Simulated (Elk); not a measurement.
Band structure of LaAu (Pnma, 8 atoms in the cell).

```
CELL_PARAMETERS angstrom
      7.65052     0.00000     0.00000
      0.00000     4.89360     0.00000
      0.00000     0.00000     5.88454
ATOMIC_POSITIONS crystal
  La 0.18783 0.25000 0.64701
  La 0.81217 0.75000 0.35299
  La 0.31217 0.75000 0.14701
  La 0.68783 0.25000 0.85299
  Au 0.03993 0.25000 0.15131
  Au 0.96007 0.75000 0.84869
  Au 0.46007 0.75000 0.65131
  Au 0.53993 0.25000 0.34869
```

Level of theory: Elk with PBEsol, all-electron FP-LAPW, Elk's shipped species files, APW+lo basis with extra local orbitals.

Settings: xctype = 22; rgkmax = 7.5; swidth = 0.00183747 Ha; ngridk = 2 3 3; gmaxvr = 14 1/bohr; nxlo = 2; lorbcnd = true; rmtscf = 0.98; lmaxi = 2; maxscl = 100.

The starting cell comes from a database of computed structures (which also holds hypothetical and non-ambient phases and stackings), without a prior relaxation at this level. Spin-orbit coupling is off. Values depend on the basis (sphere radii, cutoffs, local orbitals), which need not be converged.

Levels in eV from the Fermi level, bands 81 to 88:
```csv
point,81,82,83,84,85,86,87,88
Γ,-1.72,-1.25,-1.19,-0.94,0.37,0.71,0.72,1.03
X,-0.46,-0.46,-0.15,-0.15,0.19,0.19,0.38,0.38
S,-1.89,-1.89,-0.07,-0.07,0.34,0.34,0.84,0.84
Y,-1.16,-1.16,-0.70,-0.70,0.12,0.12,0.63,0.63
Z,-0.66,-0.66,-0.12,-0.12,0.36,0.36,0.52,0.52
U,-0.35,-0.35,-0.35,-0.35,0.43,0.43,0.43,0.43
R,-0.94,-0.94,-0.94,-0.94,0.70,0.70,0.70,0.70
T,-0.48,-0.48,-0.38,-0.38,0.24,0.24,0.37,0.37
```

Bands cross the Fermi level along this path, so the cell is metallic at this level.
